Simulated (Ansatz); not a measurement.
Ansatz (a program for electronic structure) run on Cs₂KLaBr₆ (Fm-3m, 10 atoms in the cell): self-consistent single point.

Method of the run: revPBE, default PAW files made with PBE (plane waves; Ansatz).

```xyz
10
Lattice="0.0000 5.9561 5.9561 5.9561 0.0000 5.9561 5.9561 5.9561 0.0000" Properties=species:S:1:pos:R:3 pbc="T T T"
Cs     2.9781     2.9781     2.9781
Cs     8.9342     8.9342     8.9342
K      5.9561     5.9561     5.9561
La     0.0000     0.0000     0.0000
Br     2.9888     5.9561     5.9561
Br     8.9235     5.9561     5.9561
Br     5.9561     2.9888     5.9561
Br     5.9561     8.9235     5.9561
Br     5.9561     5.9561     2.9888
Br     5.9561     5.9561     8.9235
```

Reference input (self-consistent single point, DFT, PBE, plane waves, default PAW files): kpoints.mp_grid.grid = 4 4 4; hamiltonian.xc = pbe; hamiltonian.pseudopotentials = {kind: paw} (the program's default PAW files); scf.occupations.method = gaussian; scf.occupations.width = 0.272 eV. This run's input differs from it in these lines:

Ansatz 0.2 input:
```diff
@@ -20,3 +20,3 @@
 hamiltonian:
-  xc: pbe
+  xc: revpbe
   pseudopotentials: { kind: paw }
```

Output (repeated stretches shortened):

```
SCF iter   1: F=—  HF=-35897.925534 eV  |F-HF|=—  |Δ(HF+E_count)|=         —  Δρ=1.58e-3  dr2=1.73e-2  ethr=1.77e-3  ⟨swp⟩=8.2  Hψ=1700  notcnv=0
all-band conjugate gradients solve this SCF's bands
preconditioner: auto → Resta (q_TF=auto, 2.067 Å⁻¹)
SCF iter   2: F=—  HF=-35897.926351 eV  |F-HF|=—  |Δ(HF+E_count)|=   8.17e-4  Δρ=8.37e-4  dr2=3.62e-3  ethr=2.17e-5  ⟨swp⟩=2.0  Hψ=613  notcnv=0
   [... lines left out ...]
SCF iter   4: F=—  HF=-35897.927696 eV  |F-HF|=—  |Δ(HF+E_count)|=   3.44e-4  Δρ=5.99e-5  dr2=2.49e-5  ethr=8.43e-7  ⟨swp⟩=2.0  Hψ=535  notcnv=0
SCF iter   5: F=—  HF=-35897.928003 eV  |F-HF|=—  |Δ(HF+E_count)|=   3.07e-4  Δρ=1.95e-5  dr2=2.85e-6  ethr=3.12e-8  ⟨swp⟩=2.0  Hψ=675  notcnv=0
SCF iter   6: F=—  HF=-35897.928012 eV  |F-HF|=—  |Δ(HF+E_count)|=   8.71e-6  Δρ=4.56e-6  dr2=1.53e-7  ethr=3.57e-9  ⟨swp⟩=2.0  Hψ=671  notcnv=0
SCF iter   7: F=-35897.928012 eV  HF=-35897.928012 eV  |F-HF|=1.66e-8  |Δ(HF+E_count)|=   2.72e-7  Δρ=1.17e-6  dr2=7.57e-9  ethr=1.25e-10  ⟨swp⟩=12.0  Hψ=1973  notcnv=0
SCF 1 converged in 7 iterations: F = -35897.928012 eV  dr2 = 7.57e-9
Free energy (F): -35897.928012 eV
Internal energy: -35897.928012 eV  (E = F + TS)
E sigma→0 (E₀):  -35897.928012 eV
Fermi energy:    3.525567 eV
--- Forces (eV/Å), atoms counted from 1 ---
  atom   1  Cs     0.00000000    -0.00000000     0.00000000
  atom   2  Cs     0.00000000     0.00000000    -0.00000000
  atom   3  K      0.00000000    -0.00000000    -0.00000000
  atom   4  La    -0.00000000     0.00000000     0.00000000
  atom   5  Br    -0.82369453     0.00000000    -0.00000000
  atom   6  Br     0.82369453     0.00000000    -0.00000000
  atom   7  Br     0.00000000    -0.82369453    -0.00000000
  atom   8  Br    -0.00000000     0.82369453     0.00000000
  atom   9  Br     0.00000000     0.00000000    -0.82369453
  atom  10  Br    -0.00000000    -0.00000000     0.82369453
--- Stress (GPa, compression-positive) ---
        1.378056      -0.000000       0.000000
       -0.000000       1.378056       0.000000
        0.000000      -0.000000       1.378056
  P = ⅓ Tr σ = 1.3781 GPa (13.781 kbar)
  The stress holds the Pulay correction. Without it, at fixed plane waves, as pw.x and ABINIT print it: P = 1.3737 GPa
```

The run converged in 7 iterations. Against the reference run the pressure goes from 0.38 to 1.38 GPa, the largest force goes from 0.802 to 0.824 eV/Å and the gap on the mesh goes from 3.645 to 3.660 eV.

The starting cell was generated: these elements placed on a structure prototype, without a prior relaxation; it need not be a known phase or ordering of this composition. Ansatz's pressure includes its estimate of the finite-basis (Pulay) stress.
